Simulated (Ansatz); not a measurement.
Start from Sn (space group I4_1/amd, No. 141; a = 5.886 Å, c = 3.184 Å).

The values are results of r2SCAN (Ansatz, a quantum-chemistry and plane-wave program, PAW, no spin-orbit coupling), not measurements.

One change was made to it. Results:

```json
[
 {"quantity": "lattice parameter a", "base": "5.886 Å", "after": "5.361 Å"},
 {"quantity": "c/a ratio", "base": "0.541", "after": "0.540"}
]
```

### Question
Name the change that was made.
(A) pressure 75 GPa
(B) pressure 100 GPa
(C) pressure −1 GPa
(D) pressure 30 GPa

### Answer
D, pressure 30 GPa. For comparison, the lattice parameter a in the other runs: pressure 100 GPa gives 4.949 Å; pressure −1 GPa gives 5.915 Å; pressure 75 GPa gives 5.057 Å.

Load acts through the strain it causes; cell and atoms are relaxed under it. No phonon test of stability was made. Measured, Sn leaves this structure (for a body-centred tetragonal phase) near 8 GPa (temperature not stated; as listed in Olga Degtyareva, NATO science for peace and security series. B, Physics and biophysics (2010)).
